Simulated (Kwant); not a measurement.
Device: wire with a row of barriers in a ZnO two-dimensional gas. Effective mass 0.3 mₑ, grid spacing 12 nm, hard walls, nominal width 300 nm (25 grid rows, so walls 312 nm apart), one parabolic valley, scattering region 1200 nm long along x; energies count from the band bottom; Fermi energy swept from 1.1142e-05 to 0.00013231 eV. 2 barrier(s) across the wire, height 0.00064 eV, thickness 36 nm (about 3 grid columns), spaced by 192 nm.

Constants are typed, rounded textbook-type inputs, not results; the design itself was drawn at random and stands for no fabricated device.

Kwant, effective-mass tight-binding model on a square grid, one spin, coherent transport at 0 K. Conductance is in e²/h.

Q: How many channels do the leads carry at E = 0.0706, 0.129 meV?

A: The hard-wall thresholds are n² ħ²π²/(2mW²) = n² × 0.0129 meV with W = 312 nm. √(0.0706/0.0129) = 2.34, so 2. √(0.129/0.0129) = 3.17, so 3.
